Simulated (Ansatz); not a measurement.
# Short convergence ladders for Cd3Pt (I4mm, 4 atoms in the cell)

```yaml
crystal:
  lattice:
    - [-2.08638, 2.08638, 4.33726]
    - [2.08638, -2.08638, 4.33726]
    - [2.08638, 2.08638, -4.33726]
  atoms:
    - { symbol: Cd, position: [0.75000, 0.25000, 0.50000] }
    - { symbol: Cd, position: [0.25000, 0.75000, 0.50000] }
    - { symbol: Cd, position: [0.50576, 0.50576, 0.00000] }
    - { symbol: Pt, position: [0.00000, 0.00000, 0.00000] }
```

Base method: LDA (PW92), default PAW files made with PBE (plane waves; Ansatz, a first-principles code).

Base settings: basis.ecutwfc = 420 eV; kpoints.mp_grid.grid = 7 7 7; hamiltonian.xc = lda; hamiltonian.pseudopotentials = {kind: paw} (the program's default PAW files); scf.occupations.method = fermi_dirac; scf.occupations.width = 0.1 eV.

The count of work is k-points × plane waves × bands × iterations; it is no time. Core times come from one kind of shared machine, to one figure; runs under 30 s give none.

**The cutoff for other potential files**

Level: DFT, LDA (PW92), plane waves, harder PAW files (source: ansatz) made with PBE.

In this ladder: hamiltonian.pseudopotentials = {kind: paw, source: ansatz}.

The second cell is the first with its lattice scaled by 0.98.

The mesh stays at the base's, so the ladder's end is converged at best in this setting alone.

The first pressure column holds Ansatz's estimate of the finite-basis (Pulay) stress, which hides part of the cutoff error; the other is without it.

Only quantities that move along the ladder and can be compared are tabulated.

| basis.ecutwfc | free energy less the last step's (meV/atom) | energy of the compressed cell less the first (meV/atom) | pressure (GPa) | pressure without the Pulay estimate (GPa) | largest difference of a force vector from the last step's (eV/Å) | count of work / last |
|---|---|---|---|---|---|---|
| 255 eV | 13901.08 | -140.75 | -8.63 | -573.12 | 0.246 | 0.11 |
| 315 eV | 2416.18 | -65.38 | -10.46 | -141.41 | 0.027 | 0.15 |
| 400 eV | 141.72 | -40.86 | -8.66 | -20.25 | 0.002 | 0.20 |
| 485 eV | 6.87 | -40.74 | -8.66 | -9.19 | 0.000 | 0.28 |
| 570 eV | 2.55 | -40.67 | -8.65 | -8.67 | 0.000 | 0.35 |
| 685 eV | 1.80 | -40.67 | -8.65 | -8.69 | 0.000 | 0.46 |
| 855 eV | 0.50 | -40.67 | -8.65 | -8.67 | 0.000 | 0.64 |
| 1140 eV | 0.00 | -40.67 | -8.65 | -8.66 | 0.000 | 1.0 |

Coarsest basis.ecutwfc that holds the free energy within 2 meV/atom of the last step, with all finer ones: 685 eV; the step before is off by 2.5 meV/atom.

Coarsest basis.ecutwfc that holds the energy of the compressed cell less the first within 2 meV/atom of the last step, with all finer ones: 400 eV, at 0.20 of the last step's count of work; the step before is off by 25 meV/atom.

Coarsest basis.ecutwfc that holds the pressure without the Pulay estimate within 0.1 GPa of the last step, with all finer ones: 570 eV, at 0.35 of the last step's count of work; the step before is off by 0.54 GPa.

The energy difference between the two cells stays within 1 meV/atom of the last step's from 400 eV on, the total only from 855 eV on: much of the error is common to both cells and cancels.

At the lowest cutoff the pressure without the Pulay estimate lies 564 GPa under the last step's, the usual sign of Pulay stress in an incomplete plane-wave basis.

**The relaxed cell against the cutoff**

On Cd3Pt (I4/mmm, 4 atoms in the cell): atoms on their sites.

In this ladder: relax = cell and atoms.

The mesh stays at the base's, so the ladder's end is converged at best in this setting alone.

Only quantities that move along the ladder and can be compared are tabulated.

```csv
basis.ecutwfc,relaxed volume (Å³/atom),relaxation steps,core time / last (rough)
250 eV,17.577,55,1
295 eV,17.367,15,0.6
355 eV,17.385,8,0.4
420 eV,17.382,6,0.4
505 eV,17.382,6,0.6
630 eV,17.383,6,0.7
840 eV,17.382,6,1
```

Coarsest basis.ecutwfc that holds the relaxed volume within 0.087 Å³/atom of the last step, with all finer ones: 295 eV; the step before is off by 0.19 Å³/atom.

At the lowest cutoff the cell relaxes to a volume 1.1 % larger than at the highest. Ansatz relaxes on a stress corrected for the finite basis.

On the base run: the starting cell comes from a database of computed structures (which also holds hypothetical and non-ambient phases and stackings), without a prior relaxation at this level. Its lattice was rescaled by up to half a per cent. One atom was moved a little off its site on purpose. Spin polarisation is off.

Left out of this page: 1 run of the series stopped by limits of time or memory.

Keys are those of Ansatz 0.2.
